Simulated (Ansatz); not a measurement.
Input and output of a relaxation of the atoms for AgSb (P1, 4 atoms in the cell) (Ansatz, a first-principles code).

Computed with PBE (plane waves, PAW; Ansatz).

The change in words: atoms moved at random; relax: default → atoms; relax.f_tol: default → 0.005 eV/Å. Reference geometry:
```xyz
4
Lattice="-1.8685 1.8685 6.3259 1.8685 -1.8685 6.3259 1.8685 1.8685 -6.3259" Properties=species:S:1:pos:R:3 pbc="T T T"
Ag     0.0000     0.0000     9.4889
Ag     0.0000     1.8685     0.0000
Sb     0.0000     0.0000     2.1002
Sb     0.0000     1.8685     5.2632
```

Reference input (self-consistent single point, DFT, PBE, plane waves, default PAW files): kpoints.mp_grid.grid = 6 6 6; hamiltonian.xc = pbe; hamiltonian.pseudopotentials = {kind: paw} (the program's default PAW files); scf.occupations.method = gaussian; scf.occupations.width = 0.1 eV. This run's input differs from it in these lines:

Ansatz 0.2 input:
```diff
@@ -7,6 +7,6 @@
   atoms:
-    - { symbol: Ag, position: [0.750000, 0.750000, 0.000000] }
-    - { symbol: Ag, position: [0.500000, 0.000000, 0.500000] }
-    - { symbol: Sb, position: [0.166000, 0.166000, 0.000000] }
-    - { symbol: Sb, position: [0.916000, 0.416000, 0.500000] }
+    - { symbol: Ag, position: [0.752059, 0.760708, 0.011215] }
+    - { symbol: Ag, position: [0.500042, -0.006314, 0.493812] }
+    - { symbol: Sb, position: [0.167702, 0.163308, -0.003760] }
+    - { symbol: Sb, position: [0.912196, 0.414298, 0.498733] }
 kpoints:
@@ -22,2 +22,4 @@
     width: 0.1 eV
+relax:
+  f_tol: 0.005
 output:
```

The program printed (abridged):

```
   [... SCF lines of the steps left out ...]
relax step   1: F+E_penalty+E_count = -28149.01730886 eV  Δ(F+E_penalty+E_count) = +0.000e0 eV  max|allowed force component| = 2.765e-1 eV/Å  Δτ_max = 0.0000 Å  (6 SCF iters, dr2 threshold 6.25e-7 eV, accepted)
relax step   2: F+E_penalty+E_count = -28149.02212247 eV  Δ(F+E_penalty+E_count) = -4.814e-3 eV  max|allowed force component| = 1.473e-1 eV/Å  Δτ_max = 0.0526 Å  (5 SCF iters, dr2 threshold 4.78e-6 eV, accepted)
relax step   3: F+E_penalty+E_count = -28149.02829079 eV  Δ(F+E_penalty+E_count) = -6.168e-3 eV  max|allowed force component| = 2.324e-3 eV/Å  Δτ_max = 0.0270 Å  (5 SCF iters, dr2 threshold 1.36e-6 eV, accepted)
relax step   4: F+E_penalty+E_count = -28149.02829100 eV  Δ(F+E_penalty+E_count) = -2.142e-7 eV  max|allowed force component| = 2.290e-3 eV/Å  Δτ_max = 0.0000 Å  (4 SCF iters, accepted)
Stability not checked: this state was not tested for a lower state beside it, because too few of the mixer's solves of this state at the end of the SCF gave a …
Free energy (F): -28149.028291 eV
Internal energy: -28149.020301 eV  (E = F + TS)
E sigma→0 (E₀):  -28149.024296 eV
Entropy (-TS):   -0.007990 eV (-1.998 meV/atom)
Fermi energy:    13.835326 eV
--- Forces (eV/Å), atoms counted from 1 ---
  atom   1  Ag     0.00076854    -0.00064165     0.00052325
  atom   2  Ag     0.00181712     0.00054054    -0.00115971
  atom   3  Sb    -0.00229065    -0.00025527     0.00196752
  atom   4  Sb    -0.00029710     0.00035809    -0.00133025
--- Stress (GPa, compression-positive) ---
        9.252692      -0.000042       0.022887
   [... lines left out ...]
  atoms:
    - { symbol: Ag, position: [0.7503229755423554, 0.7503372905051722, 0.00043179583200255] }
    - { symbol: Ag, position: [0.4999998051232206, -0.00040263166600637513, 0.49936518847829753] }
    - { symbol: Sb, position: [0.16593925666199708, 0.1663241013589943, 0.0005402054940460534] }
    - { symbol: Sb, position: [0.9157369626724265, 0.4157412398018394, 0.4996628101956539] }
```

The run converged. 

Summary of the result:
* **Free energy E − TS (on the zero of these files)**: -28149.0283 eV
* **Fermi level (on the code's own zero)**: 13.84 eV
* **Pressure**: 8.36 GPa
* **Largest force (vector length)**: 0.003 eV/Å
* **Relaxation steps**: 4

The starting cell was generated: these elements placed on a structure prototype, without a prior relaxation; it need not be a known phase or ordering of this composition. Its lattice was rescaled by a random factor within 2.5 % of one. For this run, on top of that: atoms moved at random. Ansatz's pressure includes its estimate of the finite-basis (Pulay) stress. The run gives no clean gap (levels at the Fermi energy touch, overlap or are partly filled at this smearing), which alone does not show that the compound is a metal.

Cost on one core of a shared machine: roughly 90 s.
